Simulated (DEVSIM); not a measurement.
System: illuminated Si p-on-n cell, one wavelength, at 300 K.

```
layer (left to right)  material  thickness (μm)  Nd (cm⁻³)  Na (cm⁻³)  τn (s)  τp (s)  absorption coefficient (cm⁻¹)
---------------------  --------  --------------  ---------  ---------  ------  ------  -----------------------------
1                            Si           0.170          -     8.4e17  3.6e-8  7.8e-8                           5800
2                            Si            73.0     5.9e15          -  2.1e-7  2.1e-7                           5800
```

Left contact: ohmic, minority electron recombination velocity 7e5 cm/s. Right contact: ohmic, minority hole recombination velocity 1000 cm/s. Voltage is applied to the left contact. Recombination: SRH at mid-gap, radiative, Auger. Gap narrowing is on: ΔEg = 6.92 meV × (l + √(l² + 0.5)), l = ln(N/1.3e17 cm⁻³), shared equally by both band edges. Light enters at the left, 7.3e16 photons cm⁻² s⁻¹, one pass, no reflection. Mobility is μmin + (μ − μmin)/(1 + (N/Nref)^α).

The device is made up for the run: typed textbook-type constants, with dimensions and the other settings drawn at random. Values at 300 K; Nc and Nv go as T^1.5, mobilities as T to minus their exponent, the gap by Varshni's rule with the affinity fixed.

```tsv
parameter	Si
gap (eV)	1.124
affinity (eV)	4.05
permittivity	11.7
Nc (cm⁻³)	2.86e19
Nv (cm⁻³)	3.1e19
μn (cm²/Vs)	1417
μp (cm²/Vs)	470
μn,min	52
μp,min	45
Nref,n	9.7e16
Nref,p	2.2e17
αn	0.68
αp	0.72
T exponent of μn	2.3
T exponent of μp	2.2
B (cm³/s)	4.7e-15
Cn (cm⁶/s)	2.8e-31
Cp (cm⁶/s)	9.9e-32
Varshni α (eV/K)	0.000473
Varshni β (K)	636
```

DEVSIM, 1D drift-diffusion, Boltzmann statistics, complete ionisation; no tunnelling, impact ionisation, image-force lowering or self-heating.

Base results: fill factor 0.79; dark forward voltage at 100 A/cm² (V) 0.958; share of generated pairs collected at short circuit 0.900; dark forward voltage at 1 A/cm² (V) 0.626.

Question: What follows from this one change: photon flux 7.3e+16 → 2.2e+15 cm^-2 s^-1?

Answer: fill factor 0.79 → 0.75; dark forward voltage at 100 A/cm² little changed (0.958 V); share of generated pairs collected at short circuit little changed (0.900); dark forward voltage at 1 A/cm² little changed (0.626 V).

Question: What follows from this one change: minority lifetime in layer 2 2.1e-07 → 6.3e-07 s?

Answer: fill factor 0.79 → 0.80; dark forward voltage at 100 A/cm² 0.958 → 0.903 V; share of generated pairs collected at short circuit 0.900 → 0.929; dark forward voltage at 1 A/cm² 0.626 → 0.632 V.

Question: What follows from this one change: thickness of layer 2 73 → 44 μm?

Answer: fill factor little changed (0.79); dark forward voltage at 100 A/cm² 0.958 → 0.841 V; share of generated pairs collected at short circuit little changed (0.900); dark forward voltage at 1 A/cm² little changed (0.623 V).

Question: What follows from this one change: temperature 300 → 450 K?

Answer: fill factor 0.79 → 0.44; dark forward voltage at 100 A/cm² 0.958 → 1.017 V; share of generated pairs collected at short circuit 0.900 → 0.875; dark forward voltage at 1 A/cm² 0.626 → 0.306 V.

Question: What follows from this one change: constant mobility in place of the doping-dependent one?

Answer: fill factor little changed (0.79); dark forward voltage at 100 A/cm² 0.958 → 0.949 V; share of generated pairs collected at short circuit 0.900 → 0.918; dark forward voltage at 1 A/cm² 0.626 → 0.616 V.
